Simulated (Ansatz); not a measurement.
Results of r²SCAN (Ansatz, a first-principles code, plane waves, PAW) for InP (model structure, within 0.1 Å of P6₄22, No. 181, 6 atoms in the cell).

Run with plane-wave cutoff 560 eV, 18×18×6 k mesh (along the axes of the cell as run), Fermi–Dirac smearing 0.05 eV, scalar-relativistic PAW data made under PBE.

Cell (relaxed at this level):

```
CELL_PARAMETERS angstrom
      4.13902     0.00000     0.00000
     -2.06951     3.58450     0.00000
      0.00000     0.00000     9.35071
ATOMIC_POSITIONS crystal
  In 0.00000 0.49932 0.66667
  In 0.50068 0.50068 0.00000
  In 0.49932 0.00000 0.33333
  P  0.00000 0.49964 0.16667
  P  0.50036 0.50036 0.50000
  P  0.49964 0.00000 0.83333
```

### Question
Give the computed band gap.

### Answer

- band gap = 0.42 eV

Spin–orbit coupling is not included.

Computed values are for the static lattice.

Computing time: roughly 2.1 core-minutes.

A model structure was made by putting elements into a prototype or built by hand; it is no filed structure, need not be a known phase, and can be a saddle point held by its symmetry.
